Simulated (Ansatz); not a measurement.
**A computed series for Al: response to strain**

Take Al in the fcc (Cu type) structure (space group Fm-3m, No. 225; relaxed with 0.1 eV smearing) as the base.

```yaml
crystal:
  lattice:
    - [0.00000, 1.99683, 1.99683]
    - [1.99683, 0.00000, 1.99683]
    - [1.99683, 1.99683, 0.00000]
  atoms:
    - { symbol: Al, position: [0.00000, 0.00000, 0.00000] }
```

Strains are applied to the cell and any free atomic positions relax.

Method: DFT with r2SCAN, PAW potentials and a 500 eV plane-wave cutoff in Ansatz (a quantum-chemistry and plane-wave program), scalar-relativistic without spin-orbit coupling.

```csv
isotropic strain (%),pressure (GPa)
-3,10.3
-2.5,8.3
-2,6.4
-1.5,4.6
-1,?
-0.5,1.4
0,0.0
```

Fit P = P₀ − Bδ + Cδ² with δ = (1 + ε)³ − 1 to the rows shown and predict the withheld row.

Least squares on the printed values gives P₀ = 0.0 GPa, B = 89.6 GPa, C = 326 GPa (largest residual 0.0 GPa); this predicts 2.9 GPa, and the run gives 3.0 GPa, in agreement.

Whether these cells are dynamically stable was not tested.
